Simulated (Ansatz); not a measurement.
# Pressure series in C

Consider C in the diamond structure (space group Fd-3m, No. 227; a = 3.572 Å).

Cell and atoms are relaxed at each pressure.

Calculations: plane-wave PAW DFT at the PBE level (Ansatz, an electronic-structure program, 420 eV), no SOC, earlier PAW set.

Notes on the quantities. enthalpy: H = E + PV relative to the base's energy.

```tsv
case	enthalpy	volume per atom
base	–	5.70 Å³
pressure −2 GPa	-0.07 eV/atom	5.72 Å³
pressure −1 GPa	-0.04 eV/atom	5.71 Å³
pressure 0.3 GPa	+0.01 eV/atom	5.69 Å³
pressure 0.7 GPa	+0.02 eV/atom	5.69 Å³
pressure 1.5 GPa	+0.05 eV/atom	5.68 Å³
pressure 3 GPa	+0.11 eV/atom	5.66 Å³
pressure 5 GPa	+0.18 eV/atom	(withheld)
pressure 7.5 GPa	+0.26 eV/atom	(withheld)
pressure 10 GPa	+0.35 eV/atom	(withheld)
```

### Question
Fill in the withheld entries from the trend.

### Answer

- pressure 5 GPa, volume per atom: 5.63 Å³
- pressure 7.5 GPa, volume per atom: 5.60 Å³
- pressure 10 GPa, volume per atom: 5.57 Å³

Load acts through the strain it causes; cell and atoms are relaxed under it. Stability against distortions was not tested. Competing high-pressure phases were not computed.
